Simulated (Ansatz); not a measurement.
**Lattice constant a of Ti (model structure, started from the diamond type, Fd-3m, No. 227, 2 atoms in the cell) at several levels of theory**

No measured value is used here.

```tsv
level (code)	value (Å)
LDA (Ansatz)	5.341
PBEsol (Ansatz)	5.518
r²SCAN (Ansatz)	5.551
```

The crystal itself was run without spin with LDA, PBEsol, r²SCAN; a magnetic state was not tried in these runs. LDA, PBEsol, r²SCAN: the run has no spin polarisation, so it can have missed a magnetic state. Cutoffs differ between the levels. Ansatz's density-functional and Hartree–Fock values are scalar-relativistic unless marked +SOC, with PAW data made under PBE.

A model structure was made by putting elements into a prototype or built by hand; it is no filed structure, need not be a known phase, and can be a saddle point held by its symmetry.

Ansatz is an electronic-structure program.
